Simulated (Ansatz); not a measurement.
## BN (model structure, started from the PtS type, P4₂/mmc, No. 131, 4 atoms in the cell)

Calculation: PBEsol (PAW; Ansatz, a program for electronic structure).

Numerical settings: plane-wave cutoff 500 eV, 16×16×10 k mesh (along the axes of the cell as run), Fermi–Dirac smearing 0.05 eV, scalar-relativistic PAW data made under PBE.

Cell (relaxed at this level):

```yaml
crystal:
  lattice:
    - [2.47845, 0.00000, 0.00000]
    - [0.00000, 2.47845, 0.00000]
    - [0.00000, 0.00000, 4.28829]
  atoms:
    - { symbol: B, position: [0.00000, 0.50000, 0.00000] }
    - { symbol: B, position: [0.50000, 0.00000, 0.50000] }
    - { symbol: N, position: [0.00000, 0.00000, 0.25000] }
    - { symbol: N, position: [0.00000, 0.00000, 0.75000] }
```

band gap: zero (no gap)

Note: the relaxation could raise the start's symmetry but not lower it, so the cell can be a saddle point.

Computed values are for the static lattice.

A model structure was made by putting elements into a prototype or built by hand; it is no filed structure, need not be a known phase, and can be a saddle point held by its symmetry.
